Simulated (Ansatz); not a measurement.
Base system: HfS$_{2}$ in the CdI2 type structure (space group P-3m1, No. 164; a = 3.606 Å, c = 5.768 Å; layered, stacked along the Cartesian z axis).

All numbers come from PBE-D3(BJ) (Ansatz, a first-principles code, PAW, no spin-orbit coupling).

Free-standing slabs (3 atom(s) a layer) normal to the stacking axis with 15 Å of vacuum; in-plane cell relaxed.

One change was made to it. Results:

The smallest direct gap increases by 0.25 eV (1.81 eV → 2.06 eV); the excess energy per area of both faces (slab less bulk energy over the cell's area: twice a surface energy) is 0.39 J/m²; the band gap rises by 0.36 eV, from 0.85 eV to 1.21 eV.

**Question.** What was done to the base?
(A) 1 layer
(B) 2 layers
(C) 3 layers

**Answer.** A, 1 layer. For comparison, the band gap in the other runs: 3 layers gives 1.09 eV; 2 layers gives 1.13 eV.

The excess energy carries the mismatch between the slab's and the bulk's meshes. With Hf present, leaving out spin-orbit coupling can change the band edges. No phonon test of stability was made.
